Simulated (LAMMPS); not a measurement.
An MD run on a melt made from Ni3Al (L1_2), 864 atoms, at 2310 K and 0 GPa, brought to that temperature within a few picoseconds.

Method: classical MD, pair style meam, file MoCoNiVFeAlCr_2nn.meam, run in LAMMPS.

Task: Predict the most common Ni-Al-Ni angle, the first peak of g(r), Al-Ni, the density, the volume per atom, the state found.

Result: most common Ni-Al-Ni angle: in the 3° bin centred on 55.5° (mean of all 96°); first peak of g(r), Al-Ni: 2.51 Å, height 3.0; density: 6.0478 ± 0.0007 g/cm³; volume per atom: 13.939 ± 0.002 Å³; state found: liquid.
